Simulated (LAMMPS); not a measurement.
Fault surfaces of Ni (fcc) on several planes, rigid shifts with relaxation along the normal.

Model: classical force field (static), pair style eam/alloy, file CuNi.eam.alloy; code LAMMPS.

| plane | largest on the first line | largest on the surface | first line along |
|---|---|---|---|
| (001) | 1040 mJ/m² | 1770 mJ/m² | [1-10] |
| (110) | 1880 mJ/m² | 2570 mJ/m² | [001] |
| (111) | 678 mJ/m² | 984 mJ/m² | [1-10] |
